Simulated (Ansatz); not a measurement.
The starting structures come from a database of crystals and need not be the phases stable at ambient conditions.

## Evanescent states of RbBiF₆ (R-3, not sure to be the ambient phase, 8 atoms a cell, 16.5 Å³ an atom, -2 GPa at this level) along the normal of (001)

The numbers are results of r2SCAN (plane waves, PAW; Ansatz, a program for electronic structure), not measurements.

The gap is the functional's own. No spin-orbit coupling. Mid-gap values are interpolated on the energy grid.

Energies count from the valence-band top; κ is the least over a 6×6 mesh across the current.

| E (eV) | κ (1/Å) | where |
|---|---|---|
| 0.09 | 0.350 | Γ |
| 0.26 | 0.380 | Γ |
| 0.42 | 0.403 | Γ |
| 0.59 | 0.421 | Γ |
| 0.77 | 0.436 | Γ |
| 0.94 | 0.447 | Γ |
| 1.10 | 0.455 | Γ |
| 1.27 | 0.460 | Γ |
| 1.45 | 0.463 | Γ |
| 1.61 | 0.464 | Γ |
| 1.78 | 0.462 | Γ |
| 1.96 | 0.457 | Γ |
| 2.12 | 0.450 | Γ |
| 2.29 | 0.441 | Γ |
| 2.46 | 0.427 | Γ |
| 2.63 | 0.410 | Γ |
| 2.81 | 0.387 | Γ |
| 2.98 | 0.358 | Γ |
| 3.15 | 0.318 | Γ |
| 3.31 | 0.261 | Γ |
| 3.48 | 0.164 | Γ |

**Question.** How thick must the barrier be to attenuate the transmission by 10^4 when the electrodes' Fermi level lies at 2.12 eV, and what attenuation does that film give at 1.10 eV?

**Answer.** d = 4 ln 10 / (2 × 0.450) = 10.2 Å. At 1.10 eV it gives 4 × 0.455/0.450 = 4.0 decades.
